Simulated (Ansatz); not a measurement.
# BaTe: energy against volume

BaTe (rock salt, Fm-3m, 44.070 Å³/atom and stress up to 0.01 GPa in the relaxed cell, cube axes along x, y and z) under hydrostatic pressure, with the cell free. PBE in Ansatz, a plane-wave DFT program (PAW, default set), 420 eV, 8×8×8 Γ-centred mesh, Fermi-Dirac smearing 0.05 eV; ions are relaxed, or left where forces stay under 0.02 eV/Å, within the symmetry of each cell.

Here V stands for volume and E for E less E0.

| volume (Å³/atom) | E less E0 (meV/atom) | pressure (GPa) |
|---|---|---|
| 47.9346 | 26.00 | -2.00 |
| 45.7618 | 5.41 | -0.99 |
| 44.0697 | 0.00 | 0.00 |
| 43.6403 | 0.38 | 0.29 |
| 43.0559 | 2.18 | 0.70 |
| 42.0388 | 9.11 | 1.50 |
| 40.4091 | ? | ? |

Taking the third-order Birch-Murnaghan form, a cubic in V^(-2/3) for E over the 6 complete rows: With u = V^(-2/3) - 0.0798, the rows have u = -0.0040178, -0.0016376, 0.0003506, 0.0008755, 0.0016038, 0.0029116. Least squares gives E = 0.166 - 959.3·u + 1374866·u² + 3307313·u³. Residuals (row less fit): 0.000, 0.001, 0.001, -0.002, 0.002, 0.000; standard error 0.003 (degrees of freedom: 2). Its minimum lies at u = 0.0003484, so V0 = (0.0801484)^(-3/2) = 44.07. There d²E/du² = 2757000 and d³E/du³ = 1.984e7, so B0 = (4/9) × 44.07^(-7/3) × 2757000 × 0.160218 = 28.6 GPa (the last factor turns the table's units into GPa), and B0' = 4 + (2/3) × 0.0801484 × (1.984e7)/2757000 = 4.4. B0' rests on the cubic coefficient alone and has a standard error of 0.1 from these residuals.

Predict the withheld E at V = 40.4091 from the fit, and compare with the calculation.

u = 0.0051208, so E = 0.166 - 959.3 × 0.0051208 + 1374866 × 0.0051208² + 3307313 × 0.0051208³ = 31.750 meV/atom. The calculation gives 31.72 meV/atom, 0.030 meV/atom below the prediction (0.1 % of the range of E in the table). The row lies outside the fitted rows, so this is an extrapolation. The scatter of the fitted rows lies at the last printed digit.

Spin-orbit coupling is left out, which can shift these values for the heavy elements here. Other structures, which can take over under pressure, weren't tried. The same form fitted to the pressure column gives B0' = 4.4; series where the two differ by over 0.4 aren't shown. Rows are the converged runs of the series near zero and its far end, less any whose ions stayed unrelaxed beside relaxed ones; series whose fitted rows scatter by over a few per cent of the range, as at a crossing or softening among them, aren't shown in this form.
